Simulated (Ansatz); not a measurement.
**WSi2: energy against strain**

WSi2 (MoSi2 type, I4/mmm, 13.675 Å³/atom at rest, c along z) under a strain ε along c (axis z), the other axes held. PBE in Ansatz, a plane-wave DFT program (PAW, default set), 420 eV, 25×25×25 Γ-centred mesh, Fermi-Dirac smearing 0.10 eV; ions are relaxed within the symmetry of each cell.

Here s stands for strain and y for E less E0.

| strain (%) | E less E0 (meV/atom) |
|---|---|
| -3.00 | ? |
| -1.50 | 5.05 |
| -1.00 | 2.15 |
| -0.50 | 0.48 |
| 0.00 | 0.00 |
| 0.50 | 0.64 |
| 1.00 | 2.35 |
| 1.50 | 5.07 |

The 7 complete rows are fitted with a parabola, y against s. Least squares gives y = -0.001 + 0.0443·s + 2.2495·s². Residuals (row less fit): 0.056, -0.054, -0.059, 0.001, 0.056, 0.057, -0.057; standard error 0.069 (degrees of freedom: 4). Twice the quadratic coefficient over the volume, 2 × 2.2495 meV × 10⁴ × 0.1602 / 13.675 Å³, is the elastic constant C33 = 527 ± 7 GPa.

Question: Estimate the missing y (s = -3.00); what did the run itself give?

Answer: y = -0.001 + 0.0443 × (-3.0) + 2.2495 × (-3.0)² = 20.112 meV/atom. The calculation gives 21.78 meV/atom, 1.668 meV/atom above the prediction (7.7 % of the range of y in the table). The row lies outside the fitted rows, so this is an extrapolation. From the scatter of the fitted rows alone, a prediction at this place has a standard error of 0.265 meV/atom, so the miss is 6.3 times that.

One order more, fitted to all 13 runs of the series, follows each within 0.01, so the miss is the next term of a smooth law. In a metal these values are sensitive to mesh and smearing; energies are taken to zero smearing, stresses follow the free energy. Rows are the converged runs of the series near zero and its far end; series whose fitted rows scatter by over a few per cent of the range, as at a crossing or softening among them, aren't shown in this form. Most that stay on the fit to the last digits aren't either.
